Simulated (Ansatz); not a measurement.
## Competing hops of F vacancy in fluorite, charge state +1

System: F vacancy in fluorite (charge state +1). The numbers are results of PBE, PAW (plane waves to 420 eV; Ansatz, a first-principles code), not measurements.

Cell of 96 host sites held at the relaxed PBE lattice; the Γ point alone; Fermi-Dirac width 0.01 eV, spin-restricted; finite-size errors left in. Static, classical nuclei. The charge state is imposed; whether it is stable for some Fermi level was not computed. Forms of the defect that were not tried may lie lower.

Barriers: single points on a 2×2×2 k-point mesh shifted by half a step at the bands' geometries.

```json
[
 {"Route": "one F atom jumps into the vacancy from a nearby F site", "Start site over the lowest site run (eV)": "0.00", "Hop (Å)": "2.28", "Forward barrier (eV)": "0.23", "Backward barrier (eV)": "0.23", "Neighbours at the start": "2 Ca at 2.34, 2 Ca at 2.54; 4 F at 2.78, F at 2.99 Å", "Neighbours at the saddle": "2 Ca at 2.16 Å", "Saddle order": "not checked, on a symmetry element", "Forward, on the band's own sampling (eV)": "0.23"}
]
```

Paths come from CI-NEB runs.  A band can be held on a symmetry element, so unchecked saddle points there may be too high.

The whole set of runs took very roughly 0.6 core-hours.
